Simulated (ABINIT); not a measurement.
ABINIT run on TiFeH2 (Pmc2_1, 8 atoms in the cell): self-consistent single point.

Level of theory: LDA (PW92), norm-conserving pseudopotentials (PseudoDojo nc-sr-04 LDA standard) (plane waves; ABINIT).

The change in words: lattice scaled by 0.98. Reference geometry:
```
CELL_PARAMETERS angstrom
      2.80811     0.00000     0.00000
      0.00000     4.73793     0.00000
      0.00000     0.00000     4.55451
ATOMIC_POSITIONS crystal
  Ti 0.50000 0.29982 0.28994
  Ti 0.50000 0.70018 0.78994
  Fe 0.00000 0.18703 0.78968
  Fe 0.00000 0.81297 0.28968
  H  0.50000 0.93246 0.44952
  H  0.50000 0.06754 0.94952
  H  0.00000 0.47856 0.55285
  H  0.00000 0.52144 0.05285
```

Reference input (self-consistent single point, DFT, LDA (PW92), plane waves, norm-conserving pseudopotentials (PseudoDojo nc-sr-04 LDA standard)): pseudos = [Ti.upf, Fe.upf, H.upf]; ecut = 45 Ha; ixc = 7; occopt = 7; tsmear = 0.1 eV; ngkpt = 8 5 5; nshiftk = 1; shiftk = 0 0 0; potentials = PseudoDojo nc-sr-04 LDA standard; nband = 39; kptopt = 1; nstep = 60. This run's input differs from it in these lines:

```diff
@@ -5,5 +5,5 @@
 rprim
-         5.3065588278    0.0000000000    0.0000000000
-         0.0000000000    8.9533919874    0.0000000000
-         0.0000000000    0.0000000000    8.6067803113
+         5.2004280292    0.0000000000    0.0000000000
+         0.0000000000    8.7743234295    0.0000000000
+         0.0000000000    0.0000000000    8.4346451586
 natom 8
@@ -13,10 +13,10 @@
 xcart
-         1.4040550000    1.4205264724    1.3205352093
-         1.4040550000    3.3174045276    3.5977912093
-         0.0000000000    0.8861352349    3.5966070362
-         0.0000000000    3.8517957651    1.3193510362
-         1.4040550000    4.4179311403    2.0473442342
-         1.4040550000    0.3199998597    4.3246002342
-         0.0000000000    2.2673842594    2.5179619592
-         0.0000000000    2.4705467406    0.2407059592
+         1.3759740000    1.3921158290    1.2941245747
+         1.3759740000    3.2510561710    3.5258355747
+         0.0000000000    0.8684124592    3.5246750850
+         0.0000000000    3.7747595408    1.2929640850
+         1.3759740000    4.3295721631    2.0063974574
+         1.3759740000    0.3135998369    4.2381084574
+         0.0000000000    2.2220363923    2.4676028527
+         0.0000000000    2.4211356077    0.2358918527
       Angstrom
```

Output (repeated stretches shortened):

```
--- !BeginCycle
solver: {iscf: 7, nstep: 60, nline: 4, wfoptalg: 0, }
tolerances: {tolvrs: 1.00E-11, }
...

     iter   Etot(hartree)      deltaE(h)  residm     vres2
 ETOT  1  -370.70796432317    -3.707E+02 2.366E-01 9.470E+02
 ETOT  2  -363.65573921228     7.052E+00 6.102E-02 3.831E+04
 ETOT  3  -370.11649645197    -6.461E+00 4.980E-02 7.137E+03
 ETOT  4  -371.31404015733    -1.198E+00 2.752E-02 1.708E+03
 ETOT  5  -371.56703080487    -2.530E-01 1.848E-02 9.074E+01
   [... 17 lines left out ...]
 ETOT 23  -371.58507998995    -2.615E-12 2.384E-04 1.737E-10
 ETOT 24  -371.58507998995     1.137E-12 3.074E-04 1.341E-11
 ETOT 25  -371.58507998995    -5.571E-12 1.960E-04 4.674E-11
 ETOT 26  -371.58507998995     4.206E-12 2.466E-04 1.944E-12
 At SCF step   26       vres2   =  1.94E-12 < tolvrs=  1.00E-11 =>converged.

 Cartesian components of stress tensor (hartree/bohr^3)
  sigma(1 1)=  1.96368237E-05  sigma(3 2)=  0.00000000E+00
  sigma(2 2)=  2.35935960E-05  sigma(3 1)=  0.00000000E+00
  sigma(3 3)=  1.04838790E-05  sigma(2 1)=  0.00000000E+00

 ----iterations are completed or convergence reached----

 reduced coordinates (array xred) for    8 atoms
       0.500000002187      0.299820001303      0.289940003460
       0.500000002187      0.700180003072      0.789940003460
       0.000000002187      0.187030000827      0.789680003463
       0.000000002187      0.812970003548      0.289680003463
       0.500000002187      0.932460004075      0.449520004145
       0.500000002187      0.067540000300      0.949520004145
   [... lines left out ...]
 Fermi (or HOMO) energy (eV) =  12.18245   Average Vxc (eV)= -13.58430
   [... lines left out ...]
total_energy        : -3.71585079989950E+02
total_energy_eV     : -1.01113442482553E+04
band_energy         : -3.49069863561355E+01
...

-Cartesian components of stress tensor (GPa)         [Pressure= -5.2678E-01 GPa]
- sigma(1 1)=  5.77735202E-01  sigma(3 2)=  0.00000000E+00
- sigma(2 2)=  6.94147442E-01  sigma(3 1)=  0.00000000E+00
- sigma(3 3)=  3.08446318E-01  sigma(2 1)=  0.00000000E+00

 Calculation completed.
```

The run converged in 26 iterations. Against the reference run the free energy goes down by 18.2 meV/atom, the pressure goes from -12.10 to -0.53 GPa and the largest force goes from 0.143 to 0.110 eV/Å.

The starting cell comes from a database of computed structures (which also holds hypothetical and non-ambient phases and stackings), without a prior relaxation at this level. Its lattice was rescaled by a random factor within 2.5 % of one. For this run, on top of that: lattice scaled by 0.98. Spin polarisation is off.

Cost on one core of a shared machine: roughly 9 min.
